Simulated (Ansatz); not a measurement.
# Pressure series in MoSi2

Take MoSi2 (space group I4/mmm, No. 139; a = 3.190 Å, c = 7.821 Å) as the base.

Cell and atoms are relaxed at each pressure.

Computed with PBEsol (Ansatz, a program for electronic structure; PAW; 420 eV plane waves; no SOC).

```json
[
 {"P (GPa)": "-2.00", "V (Å³/atom)": "13.390"},
 {"P (GPa)": "-1.00", "V (Å³/atom)": "13.327"},
 {"P (GPa)": "0.30", "V (Å³/atom)": "13.248"},
 {"P (GPa)": "0.70", "V (Å³/atom)": "13.224"},
 {"P (GPa)": "1.50", "V (Å³/atom)": "13.177"},
 {"P (GPa)": "3.00", "V (Å³/atom)": "13.090"},
 {"P (GPa)": "5.00", "V (Å³/atom)": "12.980"},
 {"P (GPa)": "7.49", "V (Å³/atom)": "12.849"},
 {"P (GPa)": "9.99", "V (Å³/atom)": "12.724"}
]
```

A third-order Birch–Murnaghan fit to these points gives V₀ = 13.27 Å³/atom, B₀ = 219 GPa and B₀′ = 4.4. At pressure 10 GPa the volume is 95.9 % of V₀.

Load acts through the strain it causes; cell and atoms are relaxed under it. No phonon test of stability was made. No other phases were tried under pressure. All final runs are without spin polarisation.
